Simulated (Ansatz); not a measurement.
# BeS (model structure, started from the CsCl type, Pm-3m, No. 221, 2 atoms in the cell)

All values below come from r²SCAN (Ansatz, a quantum-chemistry and plane-wave program, plane waves, PAW).

Settings: plane-wave cutoff 500 eV, 14×14×14 k mesh, Fermi–Dirac smearing 0.05 eV, scalar-relativistic PAW data made under PBE.

Cell (relaxed at this level):

```xyz
2
Lattice="2.9424 0.0000 0.0000 0.0000 2.9424 0.0000 0.0000 0.0000 2.9424" Properties=species:S:1:pos:R:3 pbc="T T T"
Be     0.0000     0.0000     0.0000
S      1.4712     1.4712     1.4712
```

```
Property         Result
--------  -------------
band gap  zero (no gap)
```

Note: the relaxation could raise the start's symmetry but not lower it, so the cell can be a saddle point.

Static lattice: no zero-point or thermal effects.

It cost about 11 core-seconds (a rough figure) of CPU time.

A model structure was made by putting elements into a prototype or built by hand; it is no filed structure, need not be a known phase, and can be a saddle point held by its symmetry.
